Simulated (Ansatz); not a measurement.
System: interstitial Cl in fcc Cu (neutral cell). All values below come from PBE, PAW (plane waves to 420 eV; Ansatz, a first-principles code).

Settings: 32 host sites, the relaxed PBE lattice, a 2×2×2 k-point mesh shifted by half a step, smearing 0.10 eV, spin-restricted, no image-charge correction. No zero-point or tunnelling terms. Sites that were not tried may lie lower.

Barriers: single points on a 4×4×4 k-point mesh shifted by half a step at the bands' geometries (they differ from the bands' own by up to 0.06 eV, and are uncertain by about as much).

Relaxed starting cell (atoms counted from 1):

```
CELL_PARAMETERS angstrom
      7.26000     0.00000     0.00000
      0.00000     7.26000     0.00000
      0.00000     0.00000     7.26000
ATOMIC_POSITIONS crystal
  Cu 0.99760 0.99844 0.99954
  Cu 0.99719 0.99802 0.50205
  Cu 0.99747 0.50074 0.99934
  Cu 0.99700 0.50111 0.50222
  Cu 0.49986 0.99832 0.99945
  Cu 0.50026 0.99789 0.50221
  Cu 0.49994 0.50082 0.99925
  Cu 0.50042 0.50123 0.50238
  Cu 0.94249 0.25016 0.25204
  Cu 0.98367 0.24945 0.74993
  Cu 0.98378 0.74920 0.25055
  Cu 0.99406 0.74970 0.75107
  Cu 0.55327 0.24976 0.25173
  Cu 0.51392 0.24942 0.75041
  Cu 0.51382 0.74949 0.25055
  Cu 0.50345 0.74967 0.75109
  Cu 0.24905 0.94346 0.25191
  Cu 0.24865 0.98455 0.75018
  Cu 0.24917 0.55435 0.25190
  Cu 0.24862 0.51477 0.75013
  Cu 0.74864 0.98472 0.25054
  Cu 0.74882 0.99488 0.75111
  Cu 0.74825 0.51466 0.25050
  Cu 0.74881 0.50433 0.75110
  Cu 0.24893 0.24992 0.94318
  Cu 0.24927 0.24989 0.55445
  Cu 0.24868 0.74934 0.98616
  Cu 0.24868 0.74935 0.51607
  Cu 0.74867 0.24955 0.98618
  Cu 0.74821 0.24947 0.51605
  Cu 0.74880 0.74969 0.99615
  Cu 0.74881 0.74968 0.50557
  Cl 0.24739 0.24851 0.24764
```

End state 1 differs by these moves (Å; atoms that move under 0.08 Å are left out):

```json
[
 {"atom": "1", "element": "Cu", "Δx": "-0.28", "Δy": "-0.27", "Δz": "-0.28"},
 {"atom": "4", "element": "Cu", "Δx": "0.00", "Δy": "0.06", "Δz": "0.06"},
 {"atom": "6", "element": "Cu", "Δx": "0.06", "Δy": "0.01", "Δz": "0.06"},
 {"atom": "7", "element": "Cu", "Δx": "0.06", "Δy": "0.06", "Δz": "0.01"},
 {"atom": "9", "element": "Cu", "Δx": "0.13", "Δy": "0.28", "Δz": "0.27"},
 {"atom": "10", "element": "Cu", "Δx": "0.09", "Δy": "0.02", "Δz": "-0.04"},
 {"atom": "11", "element": "Cu", "Δx": "0.09", "Δy": "-0.04", "Δz": "0.02"},
 {"atom": "12", "element": "Cu", "Δx": "0.03", "Δy": "-0.07", "Δz": "-0.07"},
 {"atom": "13", "element": "Cu", "Δx": "-0.35", "Δy": "0.02", "Δz": "0.01"},
 {"atom": "17", "element": "Cu", "Δx": "0.28", "Δy": "0.12", "Δz": "0.28"},
 {"atom": "18", "element": "Cu", "Δx": "0.02", "Δy": "0.09", "Δz": "-0.04"},
 {"atom": "19", "element": "Cu", "Δx": "0.02", "Δy": "-0.35", "Δz": "0.01"},
 {"atom": "21", "element": "Cu", "Δx": "-0.04", "Δy": "0.09", "Δz": "0.02"},
 {"atom": "22", "element": "Cu", "Δx": "-0.08", "Δy": "0.03", "Δz": "-0.08"},
 {"atom": "25", "element": "Cu", "Δx": "0.28", "Δy": "0.29", "Δz": "0.14"},
 {"atom": "26", "element": "Cu", "Δx": "0.01", "Δy": "0.02", "Δz": "-0.34"},
 {"atom": "27", "element": "Cu", "Δx": "0.02", "Δy": "-0.05", "Δz": "0.09"},
 {"atom": "28", "element": "Cu", "Δx": "0.01", "Δy": "-0.07", "Δz": "-0.04"},
 {"atom": "29", "element": "Cu", "Δx": "-0.05", "Δy": "0.02", "Δz": "0.09"},
 {"atom": "31", "element": "Cu", "Δx": "-0.07", "Δy": "-0.07", "Δz": "0.03"},
 {"atom": "33", "element": "Cl", "Δx": "-0.89", "Δy": "-0.91", "Δz": "-0.89"}
]
```

What forward and backward barriers to end state 1 does PBE, PAW give?

forward 0.57 eV, backward 0.059 eV; at the saddle point atom 33 has neighbours 3 Cu at 2.05, Cu at 2.16 Å. The saddle point's order was not checked, and it lies on a symmetry element of the cell, where a band can be held.
